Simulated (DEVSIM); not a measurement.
Device: Schottky contact on p-type Si, at 300 K.

Layer 1 from the left is Si, thickness (μm) 0.580, Na (cm⁻³) 5.7e16, τn (s) 9.8e-6, τp (s) 9.8e-6.

Left contact: Schottky, work function 4.474 eV, emission velocity 3.4e6 cm/s. Right contact: ohmic. Voltage is applied to the left contact. Recombination: SRH at mid-gap. Mobility is μmin + (μ − μmin)/(1 + (N/Nref)^α).

The device is made up for the run: typed textbook-type constants, with dimensions and the other settings drawn at random. Values at 300 K.

Si: gap (eV) 1.124, affinity (eV) 4.05, permittivity 11.7, Nc (cm⁻³) 2.86e19, Nv (cm⁻³) 3.1e19, μn (cm²/Vs) 1417, μp (cm²/Vs) 470, μn,min 52, μp,min 45, Nref,n 9.7e16, Nref,p 2.2e17, αn 0.68, αp 0.72.

Simulated with DEVSIM: 1D drift-diffusion, Boltzmann statistics, complete ionisation; no tunnelling, impact ionisation, image-force lowering or self-heating. Metal contacts follow the ideal Schottky-Mott rule: no Fermi-level pinning, no interface dipoles.

Dark forward current:

```csv
|V| (V),|J| (A/cm²)
0.05,0.0001566
0.10,0.001232
0.15,0.008616
0.20,0.05919
0.25,0.4045
0.30,2.747
0.35,18.34
0.40,114.2
0.45,553.5
0.50,1679
0.55,3414
```

Problem. Work out the local ideality factor n = ΔV / (kT/q · ln(J2/J1)) between the rows 0.15 and 0.20 V, 0.50 and 0.55 V.

Solution. kT/q = 25.85 mV. From 0.15 to 0.20 V: ln(0.05919/0.008616) = 1.927, n = 1.00, near the 1 of diffusion or emission over a barrier. From 0.50 to 0.55 V: ln(3414/1679) = 0.710, n = 2.73; the layers' resistance at their doping, Σ W/(qμN) = 1.8e-5 Ω cm², would take 31 mV of this step of 50 mV.

Problem. Estimate the current at 0.25 V for emission alone, J0 = q v N_band exp(−φB/kT), and read the barrier back from the simulated current.

Solution. φB = 0.700 eV, N_band = 3.10e19 cm⁻³, J0 = 2.93e-5 A/cm²; J = J0 (exp(qV/kT) − 1) = 0.465 A/cm². The simulation gives 0.405 A/cm²; the estimate lies 15 % above. Read backwards, the simulated current gives an apparent barrier of 0.704 eV. The estimate leaves out transport through the depletion region and minority injection.
